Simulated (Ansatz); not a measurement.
CoAl (Pm-3m): band-structure transport figures

Here is the system:

```yaml
crystal:
  lattice:
    - [2.83243, 0.00000, 0.00000]
    - [0.00000, 2.83243, 0.00000]
    - [0.00000, 0.00000, 2.83243]
  atoms:
    - { symbol: Al, position: [0.00000, 0.00000, 0.00000] }
    - { symbol: Co, position: [0.50000, 0.50000, 0.50000] }
```

These are PBEsol, rigid bands (plane waves, PAW, scalar-relativistic; Ansatz, a program for electronic structure) values and carry that method's errors. Condition of this run: hydrostatic pressure -2 GPa (the target of the relaxation). Cell: cell and atoms relaxed with PBEsol, then loaded as said.

The density of states at the Fermi level is 0.691 states/(eV·cell), both spins. The bare Sommerfeld coefficient is 0.81 mJ/(mol of atoms·K²). The drude plasma energy comes out as 4.0 eV and the root-mean-square Fermi velocity is 4.5e5 m/s. The resistivity times τ is 30 ×10⁻²² Ω·m·s.

A metal at this level (no band gap); rigid bands, thermally averaged at 300 K, both spins. Spin-orbit coupling is left out. τ is one relaxation time for all states.

Treated as nonmagnetic (a ferromagnetic start lost its moment, other orders weren't tried): CoAl (Pm-3m).
